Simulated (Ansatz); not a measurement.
Consider InPd in the CsCl type structure (space group Pm-3m, No. 221; relaxed with 0.1 eV smearing).

```yaml
crystal:
  lattice:
    - [3.30629, 0.00000, 0.00000]
    - [0.00000, 3.30629, 0.00000]
    - [0.00000, 0.00000, 3.30629]
  atoms:
    - { symbol: In, position: [0.50000, 0.50000, 0.50000] }
    - { symbol: Pd, position: [0.00000, 0.00000, 0.00000] }
```

Computed with Ansatz (a program for electronic structure), PBE, PAW, cutoff 420 eV, no SOC.

Before the change:

Pressure: 0.0 GPa

The change: an isotropic linear strain of +3.00 %, atoms relaxed at fixed cell.

Question: What does the calculation give for the energy relative to the base after the change?

Answer: The energy grows by 44 meV/atom.

Question: Estimate the effect on the pressure.

Answer: The pressure goes from zero to -7.6 GPa.

Whether these cells are dynamically stable was not tested. All final runs are without spin polarisation.
